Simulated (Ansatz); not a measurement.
Here is the system:

Host crystal: wurtzite ZnO, with a band gap (PBE, scalar-relativistic without spin-orbit coupling).

End structure of OH on the 1x1 (10-10) surface of wurtzite ZnO (cut with top plane O + Zn), one in a 2x1 cell, started at the site 'hollow O-O-Zn-Zn-Zn':

```
CELL_PARAMETERS angstrom
      6.55898     0.00000     0.00000
      0.00000     5.29379     0.00000
      0.00000     0.00000    28.50000
ATOMIC_POSITIONS crystal
  O  0.25000 0.37743 0.33452
  O  0.75000 0.37743 0.33452
  Zn 0.25000 0.03125 0.34633
  Zn 0.75000 0.03125 0.34633
  O  0.00000 0.87215 0.36753
  O  0.50000 0.87215 0.36753
  Zn 0.00000 0.49479 0.36289
  Zn 0.50000 0.49479 0.36289
  O  0.00000 0.37176 0.43285
  O  0.50000 0.37176 0.43285
  Zn 0.00000 0.99599 0.43628
  Zn 0.50000 0.99599 0.43628
  O  0.25000 0.87015 0.46746
  O  0.75000 0.87015 0.46746
  Zn 0.25000 0.49048 0.46515
  Zn 0.75000 0.49048 0.46515
  O  0.25912 0.37134 0.53223
  O  0.74149 0.37136 0.53224
  Zn 0.25391 0.99339 0.53458
  Zn 0.74662 0.99342 0.53457
  O  0.00025 0.86606 0.56324
  O  0.50028 0.87135 0.56731
  Zn 0.00035 0.49172 0.56141
  Zn 0.50030 0.49215 0.57044
  O  0.00040 0.35085 0.62428
  O  0.50028 0.37107 0.63937
  Zn 0.00026 0.98313 0.63222
  Zn 0.50038 0.98869 0.63705
  O  0.24774 0.85929 0.65933
  O  0.75292 0.85927 0.65938
  Zn 0.22657 0.49501 0.66509
  Zn 0.77416 0.49495 0.66502
  O  0.00016 0.45573 0.71376
  H  0.99998 0.59861 0.73521
```

Slab: 34 atoms, 9.4 Å thick at the start under the adsorbate (thin: gaps and levels are the slab's own); k 3x4x1, smearing 0.01 eV, dipole-corrected; 16 atoms held, the rest relaxed; no symmetry held; spin-polarised, ending with about 0.7 μB a cell, a value that depends on the mesh; orders that need a larger cell were not tried, no spin-orbit, no U, no dispersion correction. The slab shows no gap over 0.04 eV on its mesh. At the end it is bonded to 2 Zn. In PBE it is, or lies within 0.03 eV of, the lowest of the starts that converged.

A negative adsorption energy means that the adsorbate is more stable on the surface than in its reference.

### Question
Predict the work function of the top face from Ansatz (a quantum-chemistry and plane-wave program) with PBE.

### Answer
5.97 eV

### Question
What is the computed adsorption energy against H2O(g) − ½ H2(g) (PBE)?

### Answer
1.38 eV

### Question
What is the computed change of the step from the bottom to the top vacuum level, against the clean slab (PBE)?

### Answer
0.20 eV
